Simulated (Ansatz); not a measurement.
```
CELL_PARAMETERS angstrom
      0.00000     2.93094     2.90163
      2.93094     0.00000     2.90163
      2.93094     2.93094     0.00000
ATOMIC_POSITIONS crystal
  Cu 0.00000 0.00000 0.00000
  I  0.25000 0.25000 0.25000
```

No spin polarisation.

Calculations: LDA/PAW in Ansatz (a quantum-chemistry and plane-wave program), scalar-relativistic without spin-orbit coupling. k-mesh 10×10×10 (Γ-centred); smearing 0.05 eV (Fermi–Dirac).

Question: Predict the electron mass and gap character.

Answer: 
- Electron mass: 0.14 mₑ (at Γ)
- Gap character: direct at Γ

Spin-orbit coupling, missing from the scalar runs, can matter with I. The cells carry an imposed strain or load. Effective masses come from finite differences of ±0.01 Å⁻¹. Stability against distortions was not tested. All final runs are without spin polarisation. The cell was made from CuI in the zinc blende structure (space group F-43m, No. 216) by this change: uniaxial strain ε_zz = −1.00 %.
